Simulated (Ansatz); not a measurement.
The starting structures come from a database of crystals and need not be the phases stable at ambient conditions.

**Evanescent states of SrZnCl$_{4}$ (I4_1/a, not sure to be the ambient phase, 12 atoms a cell, 25.4 Å³ an atom) along the normal of (001)**

These are r2SCAN (plane waves, PAW; Ansatz, a program for electronic structure) values and carry that method's errors.

No gap correction and no spin-orbit coupling; mid-gap values are interpolated between computed energies.

Energies count from the valence-band top; κ is the least over a 6×6 mesh across the current.

| E (eV) | κ (1/Å) | where |
|---|---|---|
| 0.12 | 0.187 | Γ |
| 0.36 | 0.246 | Γ |
| 0.60 | 0.286 | Γ |
| 0.84 | 0.314 | Γ |
| 1.08 | 0.336 | Γ |
| 1.32 | 0.352 | Γ |
| 1.56 | 0.364 | Γ |
| 1.80 | 0.373 | Γ |
| 2.04 | 0.378 | Γ |
| 2.28 | 0.381 | Γ |
| 2.52 | 0.381 | Γ |
| 2.76 | 0.379 | Γ |
| 3.00 | 0.374 | Γ |
| 3.24 | 0.366 | Γ |
| 3.48 | 0.356 | Γ |
| 3.72 | 0.342 | Γ |
| 3.96 | 0.324 | Γ |
| 4.20 | 0.301 | Γ |
| 4.44 | 0.272 | Γ |
| 4.68 | 0.233 | Γ |
| 4.92 | 0.176 | Γ |
| 5.16 | 0.060 | Γ |

Q: How thick must the barrier be to attenuate the transmission by 10^4 when the electrodes' Fermi level lies at 2.76 eV, and what attenuation does that film give at 2.52 eV?

A: d = 4 ln 10 / (2 × 0.379) = 12.2 Å. At 2.52 eV it gives 4 × 0.381/0.379 = 4.0 decades.
